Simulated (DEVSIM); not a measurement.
**Schottky contact on n-type Si**

Device: Schottky contact on n-type Si, at 400 K.

```tsv
layer (left to right)	material	thickness (μm)	Nd (cm⁻³)	τn (s)	τp (s)
1	Si	1.10	2.9e15	1.8e-6	1.8e-6
```

Left contact: Schottky, work function 4.72 eV, emission velocity 1e7 cm/s. Right contact: ohmic. Voltage is applied to the left contact. Recombination: SRH at mid-gap, radiative. Mobility is μmin + (μ − μmin)/(1 + (N/Nref)^α).

Constants are typed, rounded textbook-type inputs, not results; the design itself was drawn at random and stands for no fabricated device. Values at 300 K; Nc and Nv go as T^1.5, mobilities as T to minus their exponent, the gap by Varshni's rule with the affinity fixed.

```
parameter               Si
----------------  --------
gap (eV)             1.124
affinity (eV)         4.05
permittivity          11.7
Nc (cm⁻³)          2.86e19
Nv (cm⁻³)           3.1e19
μn (cm²/Vs)           1417
μp (cm²/Vs)            470
μn,min                  52
μp,min                  45
Nref,n              9.7e16
Nref,p              2.2e17
αn                    0.68
αp                    0.72
T exponent of μn       2.3
T exponent of μp       2.2
B (cm³/s)          4.7e-15
Varshni α (eV/K)  0.000473
Varshni β (K)          636
```

Simulated with DEVSIM: 1D drift-diffusion, Boltzmann statistics, complete ionisation; no tunnelling, impact ionisation, image-force lowering or self-heating. Metal contacts follow the ideal Schottky-Mott rule: no Fermi-level pinning, no interface dipoles.

The potential step across the device at zero bias is 0.338 V. The largest field in the device at zero bias is 17000 V/cm and the dark forward voltage at 1 A/cm² is 0.079 V. The dark forward voltage at 100 A/cm² is 0.282 V.

Dark reverse current:

```tsv
V (V)	J (A/cm²)
-0.10	-0.13
-0.25	-0.15
-0.50	-0.16
-0.75	-0.17
-1.00	-0.18
-1.50	-0.19
-2.00	-0.19
-2.50	-0.20
-3.25	-0.21
-4.00	-0.21
-5.00	-0.22
```

Small-signal capacitance in reverse bias (quasi-static):

| V (V) | C (nF/cm²) |
|---|---|
| -0.1 | 24.3 |
| -0.25 | 20.8 |
| -0.5 | 17.3 |
| -0.75 | 15.1 |
| -1 | 13.6 |
| -1.5 | 11.6 |
| -2 | 10.3 |
| -2.5 | 9.73 |
| -3.25 | 9.48 |
| -4 | 9.43 |
| -5 | 9.42 |
